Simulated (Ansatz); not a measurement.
Checking a run of Ansatz (a first-principles code) on LaInAu (P-62m, 9 atoms in the cell). The aim is a self-consistent single point with DFT, PBEsol, plane waves, default PAW files made with PBE.

Cell that was meant: a = 7.7270 Å, b = 7.7270 Å, c = 4.3150 Å, α = 90.00°, β = 90.00°, γ = 120.00°.

Part of the input:

Ansatz 0.2 input:
```yaml
  pseudopotentials: { kind: paw }
scf:
  occupations: { method: methfessel_paxton, width: 0.272 }
  max_iter: 40
  convergence: { dr2_threshold: 1.0e-22 eV }
output:
  forces: true
  eigenvalues: true
```

The program printed (abridged):

```
   [... lines left out ...]
PAW frozen core: La, regenerated for the run's functional, and the local potential with it
Initial density: superposition of atomic densities (neutral atoms: chi_scale 0, normalization atom), corrected by the library's trained network
Initial wavefunctions: pseudopotential atomic-orbital guess
Eigensolver: davidson
Functional: x = pbesol(κ = 0.804, μ = 0.12345679012345678), c = pbesol(β = 0.046)
SCF iter   1: F=—  HF=-74088.337435 eV  |F-HF|=—  |Δ(HF+E_count)|=         —  Δρ=3.75e-3  dr2=5.38e-2  ethr=1.77e-3  ⟨swp⟩=6.5  Hψ=7239  notcnv=0
all-band conjugate gradients solve this SCF's bands
preconditioner: auto → Kerker (q_TF=auto, 2.490 Å⁻¹)
SCF iter   2: F=—  HF=-74088.332354 eV  |F-HF|=—  |Δ(HF+E_count)|=   5.08e-3  S|Δr|=    0.00e0  Δρ=1.86e-3  dr2=1.77e-2  ethr=4.17e-5  ⟨swp⟩=2.1  Hψ=3837  notcnv=0
   [... lines left out ...]
SCF iter  21: F=—  HF=-74088.328285 eV  |F-HF|=—  |Δ(HF+E_count)|=    0.00e0  S|Δr|=    0.00e0  Δρ=4.12e-13  dr2=1.08e-21  ethr=9.19e-19 (applied; sched 1.00e-12)  ⟨swp⟩=1.0  Hψ=1898  notcnv=0  defer=52
SCF iter  22: F=—  HF=-74088.328285 eV  |F-HF|=—  |Δ(HF+E_count)|=  1.46e-11  S|Δr|=    0.00e0  Δρ=1.93e-13  dr2=1.73e-22  ethr=9.19e-19 (applied; sched 1.00e-12)  ⟨swp⟩=1.0  Hψ=1899  notcnv=0  defer=52
SCF iter  23: F=-74088.328285 eV  HF=-74088.328285 eV  |F-HF|=0.00e0  |Δ(HF+E_count)|=    0.00e0  S|Δr|=    0.00e0  Δρ=9.36e-14  dr2=3.96e-23  ethr=1.00e-12  ⟨swp⟩=10.3  Hψ=3390  notcnv=0
SCF 1 converged in 23 iterations: F = -74088.328285 eV  dr2 = 3.96e-23
Stability not checked (fill_not_monotonic)
Free energy (F): -74088.328285 eV
Internal energy: -74088.334941 eV  (E = F + TS)
E sigma→0 (E₀):  -74088.329949 eV
Entropy (-TS):   0.006656 eV (0.740 meV/atom)
Fermi energy:    13.945911 eV
--- Forces (eV/Å), atoms counted from 1 ---
  atom   1  Au    -0.00000000     0.00000000     0.00000000
  atom   2  In     0.09116601    -0.00000000     0.00000000
  atom   3  In    -0.04558300    -0.07895208     0.00000000
   [... lines left out ...]
  atom   9  La     0.01814313    -0.03142482     0.00000000
--- Stress (GPa, compression-positive) ---
       -0.743716       0.000000       0.000000
        0.000000      -0.743716       0.000000
        0.000000       0.000000      -1.184735
  P = ⅓ Tr σ = -0.8907 GPa (-8.907 kbar)
  The stress holds the Pulay correction. Without it, at fixed plane waves, as pw.x and ABINIT print it: P = -0.9178 GPa
```

Q: Is anything amiss in this input, and did it matter?

A: The results can be used. The input holds a threshold far tighter than needed, beside a limit on iterations, which can do harm: each further decade of the residual costs iterations, and near the noise of double precision and of the grids the loop may never get there. Here it did none. The run converged in 23 iterations, and against the sound input the free energy is nearly the same (within 1 meV/atom), the pressure stays at -0.89 GPa and the largest force stays at 0.091 eV/Å. It cost iterations: the sound input took 8.

The sound input it was made from differs as follows (other fixes are possible):
```diff
-  max_iter: 40
-  convergence: { dr2_threshold: 1.0e-22 eV }
```

With that input, the run converged in 8 iterations: free energy E − TS (on the zero of these files) -74088.3283 eV; Fermi level (on the code's own zero) 13.95 eV; pressure -0.89 GPa; largest force (vector length) 0.091 eV/Å (DFT, PBEsol, plane waves, default PAW files made with PBE).

On the sound input: the starting cell comes from a database of published, mostly measured structures (it also holds non-ambient and calculated ones), without a prior relaxation at this level. Ansatz's pressure includes its estimate of the finite-basis (Pulay) stress.
